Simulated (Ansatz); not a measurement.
Levels about the gap of amorphous In$_{24}$O$_{39}$Lu$_{2}$ (65 atoms in a cell of 896 Å³, 6.91 g/cm³; zone centre alone, so wide bands show as single levels with stretches between that a denser mesh fills), at the geometry that PBE relaxed, where it gives 0.2 GPa on a denser mesh. The participation number counts the atoms over which a state spreads; weights are charges in smoothed Voronoi cells. The levels come from a single point, so bond lengths are those of that geometry. Method of the levels: r2SCAN, scalar-relativistic without spin-orbit coupling (Ansatz, a program for electronic structure). Sampling: the zone centre alone; Fermi-Dirac width 0.02 eV; no spin polarisation. At PBE the levels at the filled edge of the gap are localised (band-tail or defect states), and the nearest spread-out levels lie 0.6 eV apart at the zone centre.

It comes from a melt-quench run on a machine-learned potential (CHGNet), relaxed afterwards by DFT. O atoms were pushed apart under 1.9 Å during the dynamics, to hinder bonds among them. The hot cell started wider than the set density and was brought back towards it in steps. It is the lowest in DFT energy of 2 quenches. It is a model cell: composition and starting density were chosen by hand, and all elements were melted together. No dispersion term was used. Its density started from a set value of 6.73 and ended at 6.91 g/cm³. The simulated quench (nominally 280 K/ps over its main leg) is rapid and tends to freeze in more defects than a deposited or slowly cooled glass has. Values belong to this one cell and scatter from quench to quench. Volume and shape were free in the relaxation. Stress components on the final sampling reach 0.9 GPa. Cycles of charging lowered its energy after that relaxation.

| E - E(highest filled), eV | filling | participation number | largest on | weight O | weight In | weight Lu |
|---|---|---|---|---|---|---|
| -0.47 | filled | 13.5 | O, 4 neighbours | 0.93 | 0.05 | 0.02 |
| -0.43 | filled | 13.2 | O, 4 neighbours | 0.93 | 0.06 | 0.01 |
| -0.40 | filled | 20.8 | O, 4 neighbours | 0.90 | 0.06 | 0.04 |
| -0.32 | filled | 15.7 | O, 4 neighbours | 0.92 | 0.06 | 0.02 |
| -0.25 | filled | 13.2 | O, 3 neighbours | 0.92 | 0.06 | 0.02 |
| -0.06 | filled | 5.5 | O, 3 neighbours | 0.94 | 0.04 | 0.02 |
| 0.00 | filled | 2.9 | O, 3 neighbours | 0.96 | 0.04 | 0.00 |
| 0.81 | empty | 60.1 | In, 4 neighbours | 0.54 | 0.44 | 0.02 |
| 3.59 | empty | 34.2 | In, 4 neighbours | 0.59 | 0.40 | 0.01 |
| 3.76 | empty | 36.6 | In, 5 neighbours | 0.61 | 0.38 | 0.01 |
| 3.82 | empty | 29.1 | In, 4 neighbours | 0.58 | 0.42 | 0.01 |
| 4.00 | empty | 46.6 | In, 6 neighbours | 0.59 | 0.39 | 0.01 |
| 4.10 | empty | 42.5 | In, 6 neighbours | 0.60 | 0.38 | 0.02 |
| 4.14 | empty | 46.5 | In, 5 neighbours | 0.62 | 0.37 | 0.01 |

Most localised among these is the filled level at +0.00 eV, on a O atom, which has 3 neighbours (In 2.06 Å, In 2.14 Å, In 2.25 Å).
